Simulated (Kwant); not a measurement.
System: Aharonov-Bohm ring in a CdTe two-dimensional gas. Effective mass 0.096 mₑ, grid spacing 12 nm, hard walls, nominal width 150 nm (13 grid rows, so walls 168 nm apart), one parabolic valley, scattering region 810 nm long along x; energies count from the band bottom; Fermi energy 0.000526 eV. Ring of mean radius 220 nm, arms as wide as the leads. Perpendicular field swept from 0 to 0.16 T, none in the leads; orbital effect alone.

Constants are typed, rounded textbook-type inputs, not results; the design itself was drawn at random and stands for no fabricated device.

Kwant, effective-mass tight-binding model on a square grid, one spin, coherent transport at 0 K. Conductance is in e²/h.

Density of the scattering states that come in from the left lead, at field = 0.080899 T, in bins, relative to the largest site value (x marks bins outside the device):

```
|xxxxxxxxxxxxxxx              xxxxxxxxxxxxxxx|
|xxxxxxxxxxxx         ....       xxxxxxxxxxxx|
|xxxxxxxxxxx     ...  ....   ..   xxxxxxxxxxx|
|xxxxxxxxxx      ...   ..  ....     xxxxxxxxx|
|xxxxxxxx   ...  ...       ....      xxxxxxxx|
|xxxxxxxx  ....                 ...   xxxxxxx|
|xxxxxxx     ..    xxxxxxxx    ....   xxxxxxx|
|xxxxxx     .:.  xxxxxxxxxxxx   ..     xxxxxx|
|.::.::--:.:==: xxxxxxxxxxxxxx               |
|+**=+*%*-.-#*- xxxxxxxxxxxxxxx  ....        |
|*%+.:+%#: -#*: xxxxxxxxxxxxxxx  ...         |
|*%*:-#@%- :**: xxxxxxxxxxxxxxx     ....     |
|=**+*%@%-.:++: xxxxxxxxxxxxxxx     .::..    |
|..:::-==:..-=: xxxxxxxxxxxxxx      ...      |
|xxxxxx ..  .:.  xxxxxxxxxxxx   ..     xxxxxx|
|xxxxxxx           xxxxxxxx     ...   xxxxxxx|
|xxxxxxxx    ..                       xxxxxxx|
|xxxxxxxx   ...              ..      xxxxxxxx|
|xxxxxxxxxx       ..         ..     xxxxxxxxx|
|xxxxxxxxxxx      ..    ..        xxxxxxxxxxx|
|xxxxxxxxxxxx           .        xxxxxxxxxxxx|
|xxxxxxxxxxxxxxx              xxxxxxxxxxxxxxx|
```
Scale: ten equal steps from 0.000 (start of ' ') to 0.930 (end of '@'), in the order ' .:-=+*#%@'; x runs from -387 to 387, y from -275 (bottom) to 275 (top).

The conductance there is 0.13 e²/h with 1 open channel(s) in the leads.
